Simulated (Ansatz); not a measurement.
Start from Nb$_{4}$N$_{3}$ (space group I4/mmm, No. 139; a = 4.362 Å, c = 8.582 Å; a cell from a computed database, its experimental status unchecked). Axes: x, y, z lie along a, b, c of the conventional cell.

Level of theory: Ansatz (an electronic-structure program), PBEsol, PAW, cutoff 420 eV, no spin-orbit coupling.

Before the change:

* **Shortest interatomic distance**: 2.146 Å
* **Pressure**: 0.0 GPa

Perturbation: biaxial strain +0.42 %, plane normal [001], relaxed out of plane (Cartesian); in-plane vectors clamped, the third vector and the atoms free.

Estimate the effect on the shortest interatomic distance, pressure and energy relative to the base.

The shortest interatomic distance decreases by 0.004 Å to 2.142 Å; the pressure (mean of the normal stresses, compression positive) goes from zero to -2.0 GPa; the energy rises by 0.9 meV/atom.

Without a gap, meshes like the base's 15×15×15 leave anisotropic stresses uncertain by several tenths of a GPa, and small strain energies with them. Whether these cells are dynamically stable was not tested. The final runs are not spin-polarised. An odd electron count without spin: Nb4N3.
